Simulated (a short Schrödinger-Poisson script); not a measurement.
System: MOS inversion layer, Si3N4 on p-type Si(100), at 400 K.

From the gate side: 2.6 nm Si3N4; 260 nm Si, acceptors 2.8e18 cm⁻³.

Constants are typed, rounded textbook-type inputs, not results; the design itself was drawn at random and stands for no fabricated device. Si3N4: permittivity 7.5, conduction-band edge (eV) 1.95, gap (eV) 5.1, electron mass (mₑ) 0.5. Si: permittivity 11.7, conduction-band edge (eV) 0, gap (eV) 1.124, Nv at 300 K (cm⁻³) 3.1e19.

Channel valleys (confinement mass, in-plane density-of-states mass, number): Δ2 0.916, 0.19, 2; Δ4 0.19, 0.417, 4. At the gate the conduction-band edge of layer 1 lies 2.2 eV − eVg above the Fermi level of the channel; the field vanishes at the back. Gaps are held at their typed values at every temperature. Mesh 0.03 nm at interfaces.

Solved with a short Schrödinger-Poisson script written for these runs: 1D Poisson equation in equilibrium, electrons quantum, Hartree (BenDaniel-Duke, 12 states a valley, the channel's in-plane mass for all, wave functions free to enter the dielectric), parabolic valleys, classical holes, full ionisation, no traps, pinning or gate leakage.

```
Vg (V)  electrons (cm⁻²)  C (μF/cm²)  Δ2 E0 (meV from the Fermi level)  Δ4 E0 (meV from the Fermi level)
------  ----------------  ----------  --------------------------------  --------------------------------
0.45              1.87e9       0.440                             291.5                             362.5
0.5               5.72e9       0.443                             252.5                             324.6
0.55             1.74e10       0.467                             213.7                             286.9
0.6              5.12e10       0.548                             176.1                             250.2
0.65             1.38e11       0.731                             141.4                             216.5
0.7              3.18e11        1.00                             112.0                             188.1
0.75             6.07e11        1.27                              88.9                             166.0
0.8              9.89e11        1.47                              71.2                             149.3
0.85             1.44e12        1.61                              57.3                             136.4
0.9              1.93e12        1.71                              46.0                             126.2
0.95             2.46e12        1.78                              36.5                             117.7
1                3.01e12        1.84                              28.3                             110.5
1.05             3.57e12        1.88                              21.2                             104.3
1.1              4.16e12        1.91                              14.7                              98.8
1.15             4.75e12        1.94                               8.9                              93.9
1.2              5.35e12        1.96                               3.5                              89.4
1.25             5.96e12        1.98                              -1.6                              85.3
1.3              6.58e12        2.00                              -6.2                              81.5
1.35             7.21e12        2.02                             -10.7                              78.0
```

Gate voltages with under 1e9 electrons/cm² are left out.

**Question.** At Vg = 1.35 V the lowest Δ2 subband lies at -10.7 meV from the Fermi level. How many electrons does it hold, and what share of all?

**Answer.** The two-dimensional density of states is g m/(πħ²) = 1.59e11 cm⁻² meV⁻¹ (both spins), kT = 34.5 meV, so n = D kT ln(1 + exp(−E/kT)) = 4.70e12 cm⁻², 0.65 of the 7.21e12 cm⁻² in all.

**Question.** Compare the slope of the sheet density between 1.25 and 1.35 V with the geometric capacitance of the layers between gate and channel.

**Answer.** q Δn/ΔV = 2.00 μF/cm²; ε0/Σ(t/ε) = 2.55 μF/cm². The ratio is 0.78: the channel acts as a further capacitance in series.
